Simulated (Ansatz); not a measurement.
Bond-angle distributions (per cent of the angles at each element, bins of 10°) of a relaxed model of amorphous W$_{20}$Re$_{10}$Os$_{10}$B$_{10}$ at 18.26 g/cm³. These are PBE, scalar-relativistic without spin-orbit coupling (plane waves to 420 eV, PAW; Ansatz, a quantum-chemistry and plane-wave program) values and carry that method's errors.

It comes from a melt-quench run on a machine-learned potential (CHGNet), relaxed afterwards by DFT. The hot cell started wider than the set density and was brought back towards it in steps. It is the lowest in DFT energy of 3 quenches. It is a model cell: composition and starting density were chosen by hand, and all elements were melted together. No dispersion term was used. Its density started from a set value of 18.66 and ended at 18.26 g/cm³. The simulated quench (nominally 410 K/ps over its main leg) is rapid and tends to freeze in more defects than a deposited or slowly cooled glass has. Values belong to this one cell and scatter from quench to quench. Volume and shape were free in the relaxation. On a 2×2×2 Γ-centred mesh force components of up to 0.49 eV/Å stay, since the relaxation ran on one k-point at (1/4, 1/4, 1/4).

Bonds are counted up to W-W 3.42 Å, W-Re 3.56 Å, W-Os 3.40 Å, W-B 3.02 Å, Re-Re 3.16 Å, Re-Os 3.32 Å, Re-B 2.76 Å, Os-Os 3.24 Å, Os-B 2.48 Å, B-B 2.02 Å.

```csv
angle (°),at W,at Re,at Os
50-60,17,19,18
60-70,11,13,15
70-80,3,3,4
80-90,6,5,3
90-100,11,8,9
100-110,11,12,11
110-120,9,11,14
120-130,8,9,7
130-140,5,4,3
140-150,5,4,6
150-160,5,4,4
160-170,2,4,3
170-180,1,1,1
```

They go with these counts of neighbours within the cut-offs, cation contacts included: W mean 13.8, most often 14; Re mean 13.1, most often 13; Os mean 12.7, most often 13.
